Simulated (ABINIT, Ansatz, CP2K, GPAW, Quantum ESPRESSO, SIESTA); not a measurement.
Os (P6_3/mmc, 4 atoms in the cell) computed with different codes at matched settings

Self-consistent single point, at a second geometry (lattice scaled by 0.98). First geometry:

```
Os
1.0
    2.75459     0.00000     0.00000
   -1.37729     2.38555     0.00000
    0.00000     0.00000     8.86291
Os
4
Direct
  0.00000   0.00000   0.00000
  0.00000   0.00000   0.50000
  0.33333   0.66667   0.25000
  0.66667   0.33333   0.75000
```

Shared settings, as Ansatz (a first-principles code) writes them: kpoints.mp_grid.grid = 9 9 3; scf.occupations.method = gaussian; scf.occupations.width = 0.1 eV. Potentials and cutoffs stand in the table.

```csv
code,model,ΔF from the first geometry (meV/atom),pressure (GPa),cutoff
GPAW,"PBE, GPAW PAW datasets PBE (gpaw-data 1.0.1)",20.1,16.93,550 eV
Ansatz,"PBE, default PAW files",32.1,19.44,default
Quantum ESPRESSO,"PBE, SSSP 1.1.2 efficiency (PBE) pseudopotentials",30.7,19.20,40 Ry
ABINIT,"PBE, norm-conserving pseudopotentials (PseudoDojo nc-sr-05 PBE standard)",29.2,18.92,37 Ha
CP2K,"PBE, GPW, DZVP-MOLOPT-PBE-GTH basis, GTH-PBE potentials (POTENTIAL_UZH)",23.6,18.00,grid 500 Ry
SIESTA,"GGA PBE, numerical atomic orbitals DZP, PseudoDojo PBE standard norm-conserving potentials (rewritten from UPF to PSML)",50.2,24.06,grid 400 Ry
```

On Ansatz's run: spin-orbit coupling is off. Spin polarisation is off.

The spread over the programs that give each value: ΔF from the first geometry within 30.1 meV/atom; pressure within 7.13 GPa.

CP2K and SIESTA use small atom-centred bases, whose incompleteness enters pressures, forces and empty levels differently from a plane-wave cutoff. Ansatz's pressure is given at a fixed set of plane waves, as the other plane-wave codes print theirs; with its correction for the finite basis it is 19.54 GPa. In the pressure, GPAW (by 2.13), CP2K (by 1.06) and SIESTA (by 5.00) lie more than 1 GPa from the median of the plane-wave programs.

The starting cell was generated: these elements placed on a structure prototype, without a prior relaxation; it need not be a known phase or ordering of this composition. Its lattice was rescaled by a random factor within 2.5 % of one. For this run, on top of that: lattice scaled by 0.98.

Left out of this page: Elk and FLEUR (not drawn, or without a comparable value).

Keys are those of Ansatz 0.2.
